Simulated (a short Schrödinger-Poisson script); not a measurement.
System: symmetric double-gate stack, Al2O3 on p-type Si(100), at 300 K.

```tsv
layer	material	thickness (nm)	Na (cm⁻³)
1	Al2O3	3.6	-
2	Si	4	3e17
3	Al2O3	3.6	-
```

Constants are typed, rounded textbook-type inputs, not results; the design itself was drawn at random and stands for no fabricated device. Al2O3: permittivity 9, conduction-band edge (eV) 2.7, gap (eV) 6.8, electron mass (mₑ) 0.3. Si: permittivity 11.7, conduction-band edge (eV) 0, gap (eV) 1.124, Nv at 300 K (cm⁻³) 3.1e19.

Channel valleys (confinement mass, in-plane density-of-states mass, number): Δ2 0.916, 0.19, 2; Δ4 0.19, 0.417, 4. At the gates, both at one voltage, the conduction-band edge of layer 1 lies 3.21 eV − eVg above the Fermi level of the channel. Gaps are held at their typed values at every temperature. Mesh 0.03 nm at interfaces.

Solved with a short Schrödinger-Poisson script written for these runs: 1D Poisson equation in equilibrium, electrons classical, Boltzmann, parabolic valleys, classical holes, full ionisation, no traps, pinning or gate leakage.

The same stack at other levels of the model or other numerical settings:

| run | sheet density of all electrons at Vg = 1.2 V (cm⁻²) | sheet density of all electrons at Vg = 0.6 V (cm⁻²) | capacitance of both gates at Vg = 1.2 V (μF/cm²) | gate voltage at 1e11 electrons/cm² (V) | rough cost against the base |
|---|---|---|---|---|---|
| base | 1.73e13 | 2.93e12 | 4.09 | 0.40 | about 1 |
| electrons treated as classical, Fermi-Dirac | 1.67e13 | 2.87e12 | 3.86 | 0.40 | 3 |
| electrons treated as quantum, Hartree | 1.42e13 | 1.93e12 | 3.52 | 0.44 | 30 |
| mesh six times as coarse | 1.70e13 | 2.88e12 | 4.02 | 0.40 | 0.6 |

The classical rows ignore confinement, and Boltzmann statistics overrate the density once the band edge passes the Fermi level.
